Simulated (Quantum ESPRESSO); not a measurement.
Quantum ESPRESSO run on Pt₃Ti (P1, 4 atoms in the cell): self-consistent single point.

Method: PBEsol, PSlibrary ultrasoft (PBE) pseudopotentials (plane waves; Quantum ESPRESSO 7.5).

```
Pt3Ti
1.0
    3.92000     0.00000     0.00000
    0.00000     3.92000     0.00000
    0.00000     0.00000     3.92000
Ti Pt
1 3
Direct
  0.99370   0.01374   0.01280
  0.01022   0.48850   0.49204
  0.48836   0.01025   0.49282
  0.50772   0.48751   0.00234
```

Reference input (self-consistent single point, DFT, PBE, plane waves, PSlibrary ultrasoft (PBE) pseudopotentials): ecutwfc = 60 Ry; ecutrho = 660 Ry; occupations = smearing; smearing = gauss; degauss = 0.0073499 Ry; potentials = {Ti: Ti.pbe-spn-rrkjus_psl.1.0.0.UPF, Pt: Pt.pbe-n-rrkjus_psl.1.0.0.UPF}; K_POINTS = automatic 5 5 5 0 0 0; conv_thr = 1e-09 Ry; mixing_beta = 0.7. This run's input differs from it in these lines:

```diff
@@ -17,2 +17,3 @@
  degauss = 0.0073499
+ input_dft = 'pbesol'
 /
```

The program printed (abridged):

```
     Self-consistent Calculation

     iteration #  1     ecut=    60.00 Ry     beta= 0.70

     total energy              =    -314.61382597 Ry
     estimated scf accuracy    <       1.06120162 Ry

     iteration #  2     ecut=    60.00 Ry     beta= 0.70

     total energy              =    -315.09560161 Ry
     estimated scf accuracy    <       4.52676382 Ry

     iteration #  3     ecut=    60.00 Ry     beta= 0.70

     total energy              =    -315.41144057 Ry
     estimated scf accuracy    <       0.84205504 Ry

   [... 22 blocks of this kind left out ...]

     iteration # 26     ecut=    60.00 Ry     beta= 0.70

     total energy              =    -315.35239329 Ry
     estimated scf accuracy    <       0.00000001 Ry

     iteration # 27     ecut=    60.00 Ry     beta= 0.70
     End of self-consistent calculation

     the Fermi energy is    17.8629 ev

!    total energy              =    -315.35239329 Ry
     estimated scf accuracy    <          5.8E-10 Ry
     smearing contrib. (-TS)   =      -0.00057128 Ry
     internal energy E=F+TS    =    -315.35182201 Ry

     convergence has been achieved in  27 iterations

     Forces acting on atoms (cartesian axes, Ry/au):

     atom    1 type  1   force =     0.00499350   -0.01502051   -0.01298172
     atom    2 type  2   force =    -0.02953481    0.03182908    0.01591381
     atom    3 type  2   force =     0.02544579   -0.04799040    0.01584392
     atom    4 type  2   force =    -0.00090448    0.03118182   -0.01877601

     Total force =     0.084172     Total SCF correction =     0.000030

          total   stress  (Ry/bohr**3)                   (kbar)     P=       -2.57
  -0.00000608  -0.00008734  -0.00000590           -0.89      -12.85       -0.87
  -0.00008734   0.00001111   0.00000077          -12.85        1.63        0.11
  -0.00000590   0.00000077  -0.00005753           -0.87        0.11       -8.46

   JOB DONE.
```

The run converged in 27 iterations. Against the reference run the pressure goes from 8.80 to -0.26 GPa and the largest force goes from 1.540 to 1.455 eV/Å.

The starting cell has typed, rounded lattice constants, without a prior relaxation at this level. Its atoms were displaced at random from the sites of space group no. 221. Spin polarisation is off. Forces in this geometry exceed 1 eV/Å.

Cost on one core of a shared machine: roughly 3 min.
